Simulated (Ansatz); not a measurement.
ZnSe, response to strain

The parent structure is ZnSe in the zinc blende structure (space group F-43m, No. 216; a = 5.666 Å).

Strains are applied to the cell and any free atomic positions relax.

Method: r2SCAN in Ansatz (plane waves to 500 eV, PAW, spin-orbit coupling left out).

Candidates:
(a) isotropic strain +0.50 %
(b) isotropic strain +1.00 %
(c) isotropic strain +3.00 %

Base values:

```
Quantity   Result
--------  -------
Band gap  1.87 eV
```

**Question.** Order them by band gap, highest first.

**Answer.** (a) isotropic strain +0.50 % (1.80 eV), (b) isotropic strain +1.00 % (1.74 eV), (c) isotropic strain +3.00 % (1.50 eV)

Whether these cells are dynamically stable was not tested.

Ansatz is a program for electronic structure.
